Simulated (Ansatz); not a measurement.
We consider antifluorite K2S, described by B3LYP (VWN-RPA form) (Ansatz, an electronic-structure program, plane waves, PAW).

Run with plane-wave cutoff 520 eV, 6×6×6 k mesh, scalar-relativistic PAW data made under PBE.

Computed at the level's own relaxed cell.

Hill averages of the elastic tensor: K = 18.4 GPa, G = 10.1 GPa. Volume 35.148 Å³/atom, mean atomic mass 36.754 u.

Problem. Work out the density, the sound velocities of a polycrystal and the elastic Debye temperature at this level.

Solution. ρ = 1.66054 × 36.754/35.148 = 1.736 g/cm³. v_l = √[(K + 4G/3)/ρ] = 4.284 km/s and v_t = √(G/ρ) = 2.412 km/s. The mean follows from 3/v_m³ = 1/v_l³ + 2/v_t³: v_m = 2.683 km/s. Θ_D = (ħ/k_B) v_m (6π²/V)^(1/3) = 76.38 K Å s/km × 2.683 × 1.1899 Å⁻¹ = 244 K, counting all atoms of the cell.
